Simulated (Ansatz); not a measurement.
Consider this model of amorphous Ga₂₄O₃₇Ca.

```xyz
62
Lattice="9.2398 -0.3876 0.1299 -0.3876 9.1521 -0.2009 0.1299 -0.2009 9.1900" Properties=species:S:1:pos:R:3 pbc="T T T"
Ga     6.3423     2.9632     0.4093
Ga     8.5380     7.2964     5.8183
Ga     7.5581     8.4701     8.8512
Ga     0.0340     4.4394     5.9261
Ga     0.0896     8.2785     1.6701
Ga     6.2376     2.8568     3.9923
Ga     8.3184     1.4549     2.3031
Ga     2.2790     3.7323     7.9625
Ga     1.7475     1.5504     0.3446
Ga     7.0049     1.4895     6.7308
Ga     5.6948     4.2674     6.8771
Ga     5.0653     6.3612     9.0631
Ga     3.2399     8.0556     1.6344
Ga     5.7179     7.6273     6.2733
Ga     8.0444     4.8803     2.2283
Ga     4.6637     4.9296     2.2446
Ga     6.3709     7.6302     2.7898
Ga     1.0779     1.5961     6.0143
Ga     3.7156     1.9587     2.6067
Ga     3.3000     4.1462     5.1126
Ga     8.5086     5.2884     8.5202
Ga     1.7579     6.4110     3.6857
Ga     1.6178     3.8734     2.1004
Ga     4.6283     0.2378     4.7530
O      3.2401     3.7897     3.0953
O      6.3906     5.6798     2.8237
O      0.2146     6.1895     5.0404
O      8.2990    -0.3596     2.9142
O      0.6994     8.9253     5.6732
O      3.3845     1.4701     4.3372
O      7.6235     4.5182     6.9208
O      6.1883     7.6777     0.7415
O      8.3295     7.0148     7.7071
O      2.4652     3.4822     0.5255
O      8.6556     2.1049     6.2602
O      3.3765     6.2612     2.3370
O      7.8839     4.0258     0.5461
O      3.7425     4.1027     6.9701
O      5.4600     6.1254     7.2738
O      5.1243     4.7722     0.4369
O      1.5603     3.3570     5.3298
O      7.9023     3.0623     3.2656
O      1.5843     8.0493     2.7108
O      0.6309     5.2112     2.7109
O      5.4138     2.7846     2.2208
O      4.0705     8.3968     6.0440
O      2.8882     5.9695     5.0636
O      7.0303    -0.1878     7.4737
O      4.7143     8.5810     2.9069
O      7.3670     1.3180     0.7123
O      3.4387     7.2519     9.0314
O      0.9008     2.1533     2.0572
O      5.9266     2.5567     7.8134
O      8.6354     6.3410     1.1128
O      0.4877     0.1383     0.3000
O      1.8289     1.8953     7.7269
O      5.2989     4.0636     4.9904
O      0.9713     5.0551     7.6190
O      6.8998     7.4852     4.8651
O      6.2116     1.2971     5.0180
O      3.2679     0.8043     1.2480
Ca     2.2996     7.2220     6.9116
```

Computed with PBE, scalar-relativistic without spin-orbit coupling (plane waves to 420 eV, PAW; Ansatz, a program for electronic structure).

The cell was made by melting and quenching with the CHGNet potential and then relaxed with DFT. O atoms were pushed apart under 1.9 Å during the dynamics, to hinder bonds among them. The hot cell started wider than the set density and was brought back towards it in steps. It is the lowest in DFT energy of 2 quenches. It is a model cell: composition and starting density were chosen by hand, and all elements were melted together. No dispersion term was used. Its density started from a set value of 4.94 and ended at 4.94 g/cm³. Cooling (nominally 220 K/ps over its main leg) ran many orders faster than in experiment, which tends to leave more defects and strain. Values belong to this one cell and scatter from quench to quench. The volume was held where the preparation left it and the shape relaxed, at a PBE pressure of 1.7 GPa. Stress components on the final sampling reach 1.8 GPa.

Cut-offs for bonds: Ga-Ga 2.68 Å, Ga-O 2.38 Å, Ga-Ca 3.28 Å, O-O 1.58 Å, O-Ca 2.90 Å, Ca-Ca 3.87 Å. Two cations that share two anions don't count as bonded, nor two that share one unless they lie closer than Ga-Ga 2.61 Å, Ga-Ca 3.19 Å, Ca-Ca 3.77 Å.

Give the coordination numbers, mean bond lengths and angles.


| Item | Value |
|---|---|
| Mean coordination of Ga by anions | 4.50 (12 with 4, 12 with 5) |
| Mean coordination of O | 3.05 (1 with 2, 33 with 3, 3 with 4) |
| Mean coordination of Ca by anions | 5.00 (1 with 5) |
| Mean Ga-O bond | 1.925 Å (spread 0.085 Å, 108 counted) |
| Mean O-Ca bond | 2.459 Å (spread 0.154 Å, 5 counted) |
| Bond angle at Ga | mean 107.6°, spread 22.0° |
| Bond angle at O | mean 115.5°, spread 13.3° |
| Bond angle at Ca | mean 105.1°, spread 24.3° |

List the pairs of like atoms that count as bonded by the rules above.

There are none by these rules.
